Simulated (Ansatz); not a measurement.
Band structure of ZrN (P6_3/mmc, 4 atoms in the cell).

```
CELL_PARAMETERS angstrom
      3.21663     0.00000     0.00000
     -1.60831     2.78568     0.00000
      0.00000     0.00000     5.70940
ATOMIC_POSITIONS crystal
  Zr 0.00000 0.00000 0.00000
  Zr 0.00000 0.00000 0.50000
  N  0.66667 0.33333 0.75000
  N  0.33333 0.66667 0.25000
```

Method: LDA (PW92), PAW files made with PBE (plane waves; Ansatz, an electronic-structure program).

Settings: kpoints.mp_grid.grid = 10 10 5; hamiltonian.xc = lda; hamiltonian.pseudopotentials = {kind: paw} (the program's default PAW files); scf.occupations.method = fermi_dirac; scf.occupations.width = 0.1 eV; kpoints.band_path.npoints = 8.

The starting cell comes from a database of computed structures (which also holds hypothetical and non-ambient phases and stackings), without a prior relaxation at this level.

Levels in eV from the Fermi level, bands 14 to 21:
```
point     14     15     16     17     18    19    20    21
-----  -----  -----  -----  -----  -----  ----  ----  ----
Γ      -2.65  -2.45  -1.99  -1.99   0.51  0.51  0.60  0.60
M      -3.92  -3.27  -2.51  -2.44   0.25  3.14  3.69  3.73
K      -4.52  -4.52  -2.62   0.85   1.37  1.37  1.87  1.87
A      -3.68  -3.68  -3.68   0.71   0.71  1.38  1.38  1.38
L      -4.32  -3.85  -3.85  -0.53  -0.53  3.71  3.71  4.07
H      -4.56  -3.94  -3.94   0.70   0.70  2.55  2.55  2.94
```

Bands cross the Fermi level along this path, so the cell is metallic at this level.

Keys are those of Ansatz 0.2.
